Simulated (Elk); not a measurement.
Elk run on Mo₆IrRu (Pm-3, 8 atoms in the cell): self-consistent single point

Level of theory: LDA (PW92), all-electron FP-LAPW, Elk's shipped species files, APW+lo basis with extra local orbitals in Elk.

Input as run:

```
tasks
  0

xctype
  3

rgkmax
  7.5

gmaxvr
  16.0

nxlo
  2

lorbcnd
  .true.

rmtscf
  0.86

lmaxi
  2

stype
  0

swidth
  0.00999582

avec
    9.5959196567    0.0000000000    0.0000000000
    0.0000000000    9.5959196567    0.0000000000
    0.0000000000    0.0000000000    9.5959196567

sppath
  './'

atoms
  3   : nspecies
  'Mo.in'   : spfname
  6   : natoms; atposl, bfcmt below
  0.0000000000  0.5000000000  0.7507600000    0.0 0.0 0.0
  0.0000000000  0.5000000000  0.2492400000    0.0 0.0 0.0
  0.7507600000  0.0000000000  0.5000000000    0.0 0.0 0.0
  0.2492400000  0.0000000000  0.5000000000    0.0 0.0 0.0
  0.5000000000  0.7507600000  0.0000000000    0.0 0.0 0.0
  0.5000000000  0.2492400000  0.0000000000    0.0 0.0 0.0
  'Ru.in'   : spfname
  1   : natoms; atposl, bfcmt below
  0.0000000000  0.0000000000  0.0000000000    0.0 0.0 0.0
  'Ir.in'   : spfname
  1   : natoms; atposl, bfcmt below
  0.5000000000  0.5000000000  0.5000000000    0.0 0.0 0.0

ngridk
  5 5 5
```

The program printed (abridged):

```
│ Elk code version 10.2.4 │

All units are atomic (Hartree, Bohr, etc.)

│ Ground-state run starting from atomic densities │

Lattice vectors :
   9.595919657       0.000000000       0.000000000
   0.000000000       9.595919657       0.000000000
   0.000000000       0.000000000       9.595919657

Unit cell volume      :    883.6083461
Brillouin zone volume :   0.2807241631

Muffin-tin inner radius fraction :   0.1000000000E-01

Nuclei treated as point charges

Species :    1 (Mo)
 parameters loaded from : Mo.in
 name : molybdenum
 nuclear charge    :   -42.00000000
 electronic charge :    42.00000000
 atomic mass :    174887.9212
 muffin-tin radius :    2.236000000
 number of radial points in muffin-tin :    597
 atomic positions (lattice), magnetic fields (Cartesian) :
   1 :   0.00000000  0.50000000 -0.24924000    0.00000000  0.00000000  0.00000000
   2 :   0.00000000  0.50000000  0.24924000    0.00000000  0.00000000  0.00000000
   3 :  -0.24924000  0.00000000  0.50000000    0.00000000  0.00000000  0.00000000
   4 :   0.24924000  0.00000000  0.50000000    0.00000000  0.00000000  0.00000000
   5 :   0.50000000 -0.24924000  0.00000000    0.00000000  0.00000000  0.00000000
   6 :   0.50000000  0.24924000  0.00000000    0.00000000  0.00000000  0.00000000

Species :    2 (Ru)
 parameters loaded from : Ru.in
 name : ruthenium
 nuclear charge    :   -44.00000000
 electronic charge :    44.00000000
 atomic mass :    184239.3392
 muffin-tin radius :    2.236000000
 number of radial points in muffin-tin :    597
 atomic positions (lattice), magnetic fields (Cartesian) :
   1 :   0.00000000  0.00000000  0.00000000    0.00000000  0.00000000  0.00000000

Species :    3 (Ir)
 parameters loaded from : Ir.in
 name : iridium
 nuclear charge    :   -77.00000000
 electronic charge :    77.00000000
 atomic mass :    350390.1559
 muffin-tin radius :    2.408000000
 number of radial points in muffin-tin :    697
   [... lines left out ...]
 potential will be trimmed for |G| > 2 gkmax
Constant for pseudocharge density :   10
Radial integration step length :    4

G-vector grid sizes :     49    49    49
Number of G-vectors :    61349

Maximum angular momentum used for
 APW functions                      :    8
 outer part of muffin-tin           :    6
 inner part of muffin-tin           :    2

Total nuclear charge    :   -373.0000000
Total core charge       :    244.0000000
Total valence charge    :    129.0000000
Total excess charge     :    0.000000000
Total electronic charge :    373.0000000

Effective Wigner radius, rₛ :   0.8269656226

Number of empty states         :   32
Total number of valence states :   97
Total number of core states    :  244

Conduction state local-orbitals added automatically
Total number of local-orbitals :  681

Exchange-correlation functional :      3     0     0
 Perdew-Wang/Ceperley-Alder, Phys. Rev. B 45, 13244 (1992)
 gradient requirement :    0
 local density approximation (LDA)

Smearing type :    0
 Gaussian
Smearing width :   0.9995820000E-02
Effective electronic temperature (K) :    3156.430308

Mixing type :    3
 Broyden mixing, J. Phys. A: Math. Gen. 17, L317 (1984)

Kohn-Sham potential initialised from atomic data
│ Self-consistent loop started │
│ Loop number : 1 │
 total energy                :     -46648.5705411
│ Loop number : 2 │
 total energy                :     -46648.3548586
RMS change in Kohn-Sham potential (target) :   0.1870474948     (  0.1000000000E-05)
Absolute change in total energy (target)   :   0.2156824403     (  0.1000000000E-03)
│ Loop number : 3 │
 total energy                :     -46651.4799193
RMS change in Kohn-Sham potential (target) :   0.1763972834     (  0.1000000000E-05)
Absolute change in total energy (target)   :    3.071140064     (  0.1000000000E-03)
│ Loop number : 4 │
 total energy                :     -46656.8281483
RMS change in Kohn-Sham potential (target) :   0.1257109289     (  0.1000000000E-05)
Absolute change in total energy (target)   :    6.116014005     (  0.1000000000E-03)
│ Loop number : 5 │
 total energy                :     -46657.7792820
RMS change in Kohn-Sham potential (target) :   0.8913394131E-01 (  0.1000000000E-05)
Absolute change in total energy (target)   :    2.480137176     (  0.1000000000E-03)
   [... lines left out ...]
Absolute change in total energy (target)   :   0.5745626698E-01 (  0.1000000000E-03)
│ Loop number : 15 │
 total energy                :     -46648.0813063
RMS change in Kohn-Sham potential (target) :   0.9404678231E-05 (  0.1000000000E-05)
Absolute change in total energy (target)   :   0.1004466128E-01 (  0.1000000000E-03)
│ Loop number : 16 │
 total energy                :     -46648.0819078
RMS change in Kohn-Sham potential (target) :   0.2225703379E-05 (  0.1000000000E-05)
Absolute change in total energy (target)   :   0.1909668397E-02 (  0.1000000000E-03)
│ Loop number : 17 │
 total energy                :     -46648.0820457
RMS change in Kohn-Sham potential (target) :   0.5228412441E-06 (  0.1000000000E-05)
Absolute change in total energy (target)   :   0.3395072563E-03 (  0.1000000000E-03)
│ Loop number : 18 │
 total energy                :     -46648.0821114
RMS change in Kohn-Sham potential (target) :   0.2519318436E-06 (  0.1000000000E-05)
Absolute change in total energy (target)   :   0.1916009933E-04 (  0.1000000000E-03)
Convergence targets achieved

│ Loop number : 19 │

Energies :
 Fermi                       :     0.480418886029
 sum of eigenvalues          :     -28043.7857310
 electron kinetic            :      50201.2547063
 core electron kinetic       :      48719.6402861
 Coulomb                     :     -95663.1097487
 Coulomb potential           :     -76671.9591954
 nuclear-nuclear             :     -4439.06807265
 electron-nuclear            :     -105776.124157
 Hartree                     :      14552.0824807
 Madelung                    :     -57327.1301510
 xc potential                :     -1573.08124193
 exchange                    :     -1150.60522181
 correlation                 :     -35.6217972880
 total energy                :     -46648.0820615

Density of states at Fermi energy :    284.9085803
 (states/Hartree/unit cell)

Estimated indirect band gap :   0.1129190520E-02
 from k-point      8 to k-point      3
Estimated direct band gap   :   0.3040466389E-02
 at k-point      3

Charges :
 core                        :    244.0000000
 valence                     :    129.0000000
 interstitial                :    20.42976562
 muffin-tins (core leakage)
  species :    1 (Mo)
   atom    1                 :    39.29791055     (  0.5666725606E-05)
   atom    2                 :    39.29791055     (  0.5666725606E-05)
   atom    3                 :    39.29791055     (  0.5666725606E-05)
   atom    4                 :    39.29791055     (  0.5666725606E-05)
   atom    5                 :    39.29791055     (  0.5666725606E-05)
   atom    6                 :    39.29791055     (  0.5666725606E-05)
  species :    2 (Ru)
   atom    1                 :    41.70834347     (  0.8657363040E-06)
  species :    3 (Ir)
   atom    1                 :    75.07442764     (  0.1738417000E-02)
 total in muffin-tins        :    352.5702344
 total calculated charge     :    373.0266995
 total charge                :    373.0000000
 error                       :   0.2669951294E-01

│ Self-consistent loop stopped │
```

The run converged in 19 iterations. The count includes the last loop, which Elk runs after its targets are met.

The starting cell comes from a database of computed structures (which also holds hypothetical and non-ambient phases and stackings), without a prior relaxation at this level. Its lattice was rescaled by a random factor within 2.5 % of one. Spin-orbit coupling is off. Spin polarisation is off. Values depend on the basis (sphere radii, cutoffs, local orbitals), which need not be converged. The log's line on a gap gives a spacing of levels on this mesh, which the program prints for metals too.

Cost on one core of a shared machine: roughly 2 min.
